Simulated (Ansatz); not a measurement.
System: LiF (model structure, started from the CsCl type, Pm-3m, No. 221, 2 atoms in the cell). Method: r²SCAN+rVV10 in Ansatz (plane waves, PAW).

Run with plane-wave cutoff 560 eV, 14×14×14 k mesh, Fermi–Dirac smearing 0.01 eV, scalar-relativistic PAW data made under PBE.

Computed at the level's own relaxed cell.

```
CELL_PARAMETERS angstrom
      2.50655     0.00000     0.00000
      0.00000     2.50655     0.00000
      0.00000     0.00000     2.50655
ATOMIC_POSITIONS crystal
  Li 0.00000 0.00000 0.00000
  F  0.50000 0.50000 0.50000
```

**Question.** List the 5 lowest band energies at Γ above −25 eV (eV, relative to the valence band maximum), grouping those that round alike.

**Answer.** At Γ: -22.21, -0.75 (×3), 8.95.

Note: the relaxation could raise the start's symmetry but not lower it, so the cell can be a saddle point.

A model structure was made by putting elements into a prototype or built by hand; it is no filed structure, need not be a known phase, and can be a saddle point held by its symmetry.

Ansatz is a program for electronic structure.
